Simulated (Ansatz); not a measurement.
Take Ta2O5 (space group C2, No. 5; a cell from a computed database, its experimental status unchecked) as the base.

```yaml
crystal:
  lattice:
    - [2.96222, -2.53816, 0.00000]
    - [2.96222, 2.53816, 0.00000]
    - [-2.64989, 0.00000, 5.10193]
  atoms:
    - { symbol: Ta, position: [0.23122, 0.15098, 0.29224] }
    - { symbol: Ta, position: [0.84902, 0.76878, 0.70776] }
    - { symbol: O, position: [0.63318, 0.22415, 0.65149] }
    - { symbol: O, position: [0.77585, 0.36682, 0.34851] }
    - { symbol: O, position: [0.24126, 0.11196, 0.95629] }
    - { symbol: O, position: [0.88804, 0.75874, 0.04371] }
    - { symbol: O, position: [0.27242, 0.72758, 0.50000] }
```

Cartesian axes are those of the cell as printed.

Now apply this change: compressive biaxial strain of 0.89 % in the plane normal to [001], as in epitaxy on a mismatched substrate; the out-of-plane cell vector and the atoms relax.

Levels (all Ansatz, a quantum-chemistry and plane-wave program, PAW): PBEsol (420 eV, scalar-relativistic without spin-orbit coupling); r2SCAN (500 eV, no spin-orbit coupling); HSE06 (420 eV, no spin-orbit coupling).

One geometry, relaxed with PBEsol, under each level:

```tsv
level	band gap	lowest conduction level above the VBM at special points	pressure
PBEsol	2.35 eV	V₂ 2.35 eV; M₂ 2.79 eV; Y₂ 2.80 eV; C 2.80 eV	0.74 GPa
r2SCAN	2.77 eV	V₂ 2.77 eV; M₂ 3.25 eV; Y₂ 3.23 eV; C 3.23 eV	1.99 GPa
HSE06	3.74 eV	V₂ 3.74 eV; M₂ 4.25 eV; Y₂ 4.23 eV; Γ 4.91 eV	–
```

Single points use the geometry relaxed with PBEsol. Their cutoffs differ, which shifts pressures a little. HSE06 gaps are upper bounds (no full band path). With Ta present, leaving out spin-orbit coupling can change the band edges. Stability against distortions was not tested.
